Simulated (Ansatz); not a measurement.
# Point defect C on the N site + Si on the Al site in wurtzite AlN

Calculation: PBE, PAW (plane waves to 420 eV; Ansatz, a quantum-chemistry and plane-wave program). Set-up: 96-site cell; 2×2×2 shifted k-points; start: the N site; Al 1.91 Å away, along c; finite-size errors of tenths of an eV; relaxed from one start, so a lower configuration may exist; flagged in the runs: a host whose relaxation on this sampling wasn't shown to rest.

Neighbours after relaxation, in Å: of the C atom: Si 1.80, Al 1.94, Al 1.94, Al 1.94, N 2.98, N 2.98, N 2.98; of the Si atom: C 1.80, N 1.82, N 1.83, N 1.83.

| charge | moment (μB) | largest move off a lattice site (Å) |
|---|---|---|
| 0 | not spin-polarised | 0.10 |

Flagged in the runs: a host whose relaxation on this sampling wasn't shown to rest.

All states together cost very roughly 7 core-minutes.
